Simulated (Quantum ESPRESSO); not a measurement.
Density of states of AlV2C (P6_3/mmc, 8 atoms in the cell).

```
AlV2C
1.0
    2.89164     0.00000     0.00000
   -1.44582     2.50424     0.00000
    0.00000     0.00000    13.12317
Al V C
2 4 2
Cartesian
  0.00000   1.66949   3.28079
  1.44582   0.83474   9.84238
  0.00000   1.66949   7.69516
  1.44582   0.83474   5.42800
  1.44582   0.83474   1.13358
  0.00000   1.66949  11.98959
  0.00000   0.00000   0.00000
  0.00000   0.00000   6.56158
```

Method: PBE, SSSP 1.1.2 efficiency (PBE) pseudopotentials (plane waves; Quantum ESPRESSO).

SCF settings: ecutwfc = 50 Ry; ecutrho = 400 Ry; occupations = smearing; smearing = gaussian; degauss = 0.0147 Ry; K_POINTS = automatic 7 7 2 0 0 0; conv_thr = 1e-10 Ry; mixing_beta = 0.7. Keys of the DOS step: nscf.calculation = nscf; nscf.verbosity = high; nscf.occupations = tetrahedra_opt; nscf.nbnd = 43; nscf.startingwfc = random; nscf.diago_thr_init = 1e-06; nscf.diagonalization = cg; nscf.K_POINTS = automatic 22 22 7 0 0 0; dos.x.fildos = dos.dat; dos.x.Emin = -15 eV; dos.x.Emax = 30 eV; dos.x.DeltaE = 0.1 eV.

The starting cell comes from a database of computed structures (which also holds hypothetical and non-ambient phases and stackings), without a prior relaxation at this level. Its lattice was rescaled by a random factor within 2.5 % of one. Spin polarisation is off.

Total DOS (both spins), as means of the tabulated values in each energy bin; the zero is the program's Fermi level or highest filled level, and the curve is cut to this window:

```
E (eV) | states/eV/cell
    -7.80 | ## 0.75
    -7.40 | ### 0.78
    -7.00 | ### 0.82
    -6.60 | ### 1.00
    -6.20 | ######## 2.40
    -5.80 | ######## 2.50
    -5.40 | ########## 3.21
    -5.00 | ############ 3.75
    -4.60 | ########### 3.39
    -4.20 | ####################### 7.15
    -3.80 | ############# 4.14
    -3.40 | ################## 5.65
    -3.00 | ### 0.91
    -2.60 | ######## 2.35
    -2.20 | ######################## 7.51
    -1.80 | #################### 6.10
    -1.40 | #################### 6.17
    -1.00 | ############ 3.65
    -0.60 | ########## 3.02
    -0.20 | ############# 4.05
     0.20 | ############## 4.21
     0.60 | ####################### 7.25
     1.00 | ################## 5.50
     1.40 | ############################## 9.28
     1.80 | ######################### 7.73
```

Around zero the curve holds about 4.3 states/eV/cell.
